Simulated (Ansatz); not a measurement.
Ansatz (a program for electronic structure) run on BaTiO3 (P4mm, 5 atoms in the cell): self-consistent single point.

Computed with PBE (plane waves, PAW; Ansatz).

The change in words: lattice scaled by 0.98; basis.ecutrho_ratio: default → 2. Reference geometry:
```xyz
5
Lattice="3.9701 0.0000 0.0000 0.0000 3.9701 0.0000 0.0000 0.0000 4.0198" Properties=species:S:1:pos:R:3 pbc="T T T"
Ba     0.0000     0.0000     0.0500
Ti     1.9850     1.9850     2.0622
O      1.9850     1.9850     3.9273
O      0.0000     1.9850     1.9576
O      1.9850     0.0000     1.9576
```

Reference input (self-consistent single point, DFT, PBE, plane waves, default PAW files): basis.ecutwfc = 420 eV; kpoints.mp_grid.grid = 6 6 6; hamiltonian.xc = pbe; hamiltonian.pseudopotentials = {kind: paw} (the program's default PAW files); scf.occupations.method = fermi_dirac; scf.occupations.width = 0.02 eV. This run's input differs from it in these lines:

Ansatz 0.2 input:
```diff
@@ -3,13 +3,14 @@
   lattice:
-    - [3.97005000, 0.00000000, 0.00000000]
-    - [0.00000000, 3.97005000, 0.00000000]
-    - [0.00000000, 0.00000000, 4.01980000]
+    - [3.89064900, 0.00000000, 0.00000000]
+    - [0.00000000, 3.89064900, 0.00000000]
+    - [0.00000000, 0.00000000, 3.93940400]
   atoms:
-    - { symbol: Ba, position_ang: [0.00000000, 0.00000000, 0.04999827] }
-    - { symbol: Ti, position_ang: [1.98502500, 1.98502500, 2.06215740] }
-    - { symbol: O, position_ang: [1.98502500, 1.98502500, 3.92734460] }
-    - { symbol: O, position_ang: [0.00000000, 1.98502500, 1.95764260] }
-    - { symbol: O, position_ang: [1.98502500, 0.00000000, 1.95764260] }
+    - { symbol: Ba, position_ang: [0.00000000, 0.00000000, 0.04899831] }
+    - { symbol: Ti, position_ang: [1.94532450, 1.94532450, 2.02091425] }
+    - { symbol: O, position_ang: [1.94532450, 1.94532450, 3.84879771] }
+    - { symbol: O, position_ang: [0.00000000, 1.94532450, 1.91848975] }
+    - { symbol: O, position_ang: [1.94532450, 0.00000000, 1.91848975] }
 basis:
   ecutwfc: 420.0
+  ecutrho_ratio: 2
 kpoints:
```

Output, abridged:

```
SCF iter   1: F=—  HF=-10159.293341 eV  |F-HF|=—  |Δ(HF+E_count)|=         —  Δρ=1.72e-3  dr2=9.44e-4  ethr=1.77e-3  ⟨swp⟩=6.5  Hψ=5078  notcnv=0
all-band conjugate gradients solve this SCF's bands
preconditioner: auto → Resta (q_TF=auto, 2.553 Å⁻¹)
SCF iter   2: F=—  HF=-10159.293297 eV  |F-HF|=—  |Δ(HF+E_count)|=   4.41e-5  Δρ=8.41e-4  dr2=2.51e-4  ethr=2.36e-6  ⟨swp⟩=2.0  Hψ=2202  notcnv=0  defer=8
   [... lines left out ...]
SCF iter   4: F=—  HF=-10159.292116 eV  |F-HF|=—  |Δ(HF+E_count)|=   1.21e-3  Δρ=6.36e-5  dr2=1.87e-6  ethr=6.66e-8  ⟨swp⟩=2.0  Hψ=1750  notcnv=0  defer=8
iter 5 did not close the SCF: its close was put off for the readings that it lacked (scf_convergence_deferred on its scf_iter line)
SCF iter   5: F=-10159.292116 eV  HF=-10159.292116 eV  |F-HF|=3.46e-8  |Δ(HF+E_count)|=   3.61e-9  Δρ=1.57e-5  dr2=8.21e-8  ethr=4.68e-9  ⟨swp⟩=2.1  Hψ=1664  notcnv=0  defer=8
SCF iter   6: F=-10159.292116 eV  HF=-10159.292116 eV  |F-HF|=2.14e-9  |Δ(HF+E_count)|=   1.81e-8  Δρ=3.06e-6  dr2=2.63e-9  ethr=2.05e-10  ⟨swp⟩=7.3  Hψ=4650  notcnv=0
SCF 1 converged in 6 iterations: F = -10159.292116 eV  dr2 = 2.63e-9
Free energy (F): -10159.292116 eV
Internal energy: -10159.292116 eV  (E = F + TS)
E sigma→0 (E₀):  -10159.292116 eV
Fermi energy:    12.427566 eV
--- Forces (eV/Å), atoms counted from 1 ---
  atom   1  Ba    -0.00000000     0.00000000    -0.43054342
  atom   2  Ti     0.00000000     0.00000000    -0.09119050
  atom   3  O      0.00000000     0.00000000     0.57612291
  atom   4  O      0.00000000     0.00000000    -0.02721248
  atom   5  O     -0.00000000     0.00000000    -0.02721248
--- Stress (GPa, compression-positive) ---
       18.742720       0.000000      -0.000000
        0.000000      18.742720       0.000000
        0.000000       0.000000      19.116316
  P = ⅓ Tr σ = 18.8673 GPa (188.673 kbar)
  The stress holds the Pulay correction, which leaves out the density cutoff's part. Without it, at fixed plane waves, as pw.x and ABINIT print it …
settings of this run that can trade accuracy for cost: basis.ecutrho_ratio < 4. Do not mix this run's numbers with those of runs without the same settings …
```

The run converged in 6 iterations. Against the reference run the free energy rises by 52.2 meV/atom, the pressure goes from 5.64 to 18.87 GPa, the largest force goes from 0.312 to 0.576 eV/Å and the gap on the mesh goes from 1.893 to 2.025 eV. The full log also holds: “WARN basis.ecutrho_ratio = 2 (ecutrho = 840 eV) is below the records' recommended cutoff”. The full log also holds: “iter 5 did not close the SCF: its close was put off for the readings that it lacked (scf_convergence_deferred on its scf_iter line)”.

The starting cell has typed, rounded lattice constants, without a prior relaxation at this level. Its lattice was rescaled by up to half a per cent. One atom was moved a little off its site on purpose. For this run, on top of that: lattice scaled by 0.98. Ansatz's pressure includes its estimate of the finite-basis (Pulay) stress. Without the estimate this run gives 18.27 GPa. The cutoff lies below the one recommended for these files.
